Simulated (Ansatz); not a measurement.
Inside the gap of an insulator the Bloch states are evanescent, with a wavenumber k + iκ along the transport direction.

```yaml
crystal:
  lattice:
    - [3.12319, 0.00000, 0.00000]
    - [0.00000, 3.12319, 0.00000]
    - [1.56160, 1.56160, 2.20843]
  atoms:
    - { symbol: Ga, position: [0.00000, 0.00000, 0.00000] }
    - { symbol: N, position: [0.25000, 0.75000, 0.50000] }
```

Space group of this cell: F-43m, zinc blende. The cell is strained (all lengths scaled by 0.98); by r2SCAN its mean pressure is 12.1 GPa.

Transport runs along the normal of the first two printed cell vectors, the (001) plane of the conventional cell.

The gap is the functional's own, uncorrected, and κ follows it; spin-orbit coupling is left out. Mid-gap values are interpolated between the computed energies.

Task: Predict the band gap and the smallest decay constant κ at mid-gap from Ansatz (a first-principles code) with r2SCAN.

Result: Gap 2.53 eV on a 14×14×14 mesh; κ = 0.180 1/Å, at the zone centre.
